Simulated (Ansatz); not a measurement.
Seebeck coefficient (μV/K, mean over directions) of n-type MoS₂ (P6_3/mmc) against carrier density, Ansatz (a first-principles code) with r2SCAN+D4 with spin-orbit coupling, rigid bands. Computed gap 1.05 eV; densities at which minority carriers matter at this gap, or further valleys turn the trend, are left out. Conductivity mass 0.70 mₑ (harmonic mean over directions), N_c = 1.6e20 cm⁻³ at 300 K.

```
electron density  300 K  500 K
----------------  -----  -----
1e16 cm⁻³         -1054  -1113
1e17 cm⁻³          -856   -915
1e18 cm⁻³             ?   -716
3e18 cm⁻³          -563   -621
1e19 cm⁻³          -459   -518
3e19 cm⁻³             ?   -423
1e20 cm⁻³          -264   -321
3e20 cm⁻³             ?   -229
1e21 cm⁻³           -92   -135
```

Problem. Complete the blanks.

Solution. 
- 1e18 cm⁻³, 300 K: -658
- 3e19 cm⁻³, 300 K: -366
- 3e20 cm⁻³, 300 K: -176

Rigid bands with a gap fixed in temperature, one relaxation time for all states, no polarons or phonon drag, and whether or not such doping can be reached. Geometry: cell and atoms relaxed with r2SCAN+D4.
